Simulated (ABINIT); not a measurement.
Band structure of CaGa₂ (P6/mmm, 3 atoms in the cell).

```xyz
3
Lattice="4.2389 0.0000 0.0000 -2.1194 3.6710 0.0000 0.0000 0.0000 4.4164" Properties=species:S:1:pos:R:3 pbc="T T T"
Ca     0.0000     0.0000     0.0000
Ga     0.0000     2.4473     2.2082
Ga     2.1194     1.2237     2.2082
```

Level of theory: PBEsol, PAW (JTH v2.0 PBE PAW, files made for PBE) (plane waves; ABINIT).

Settings: pseudos = [Ca.GGA_PBE-JTH.xml, Ga.GGA_PBE-JTH.xml]; ecut = 40 Ry; pawecutdg = 80 Ry; ixc = -116133; occopt = 3; tsmear = 0.00367493 Ha; ngkpt = 7 7 6; nshiftk = 1; shiftk = 0 0 0; potentials = JTH v2.0 PBE PAW; kptopt = 1; nstep = 100; tolvrs1 = 1e-12.

The starting cell comes from a database of computed structures (which also holds hypothetical and non-ambient phases and stackings), without a prior relaxation at this level. The potentials were made for another functional than the one used.

These are the values that this program gave, and no reference: the one-centre exchange-correlation terms come from a truncated expansion.

Levels in eV from the Fermi level, bands 15 to 22:
```json
[
 {"point": "Γ", "15": "-9.32", "16": "-0.59", "17": "0.08", "18": "0.08", "19": "0.75", "20": "1.38", "21": "3.79", "22": "3.79"},
 {"point": "M", "15": "-7.09", "16": "-5.94", "17": "-1.06", "18": "0.00", "19": "0.28", "20": "3.04", "21": "3.43", "22": "3.61"},
 {"point": "K", "15": "-6.23", "16": "-6.23", "17": "-3.51", "18": "0.90", "19": "0.90", "20": "3.08", "21": "3.08", "22": "3.57"},
 {"point": "A", "15": "-8.67", "16": "-3.87", "17": "1.00", "18": "1.00", "19": "2.05", "20": "2.05", "21": "2.08", "22": "2.81"},
 {"point": "L", "15": "-6.93", "16": "-5.25", "17": "-1.41", "18": "-1.33", "19": "-0.83", "20": "1.98", "21": "3.93", "22": "4.48"},
 {"point": "H", "15": "-6.01", "16": "-6.01", "17": "-2.70", "18": "-0.86", "19": "-0.86", "20": "2.88", "21": "4.30", "22": "4.30"}
]
```

Bands cross the Fermi level along this path, so the cell is metallic at this level.
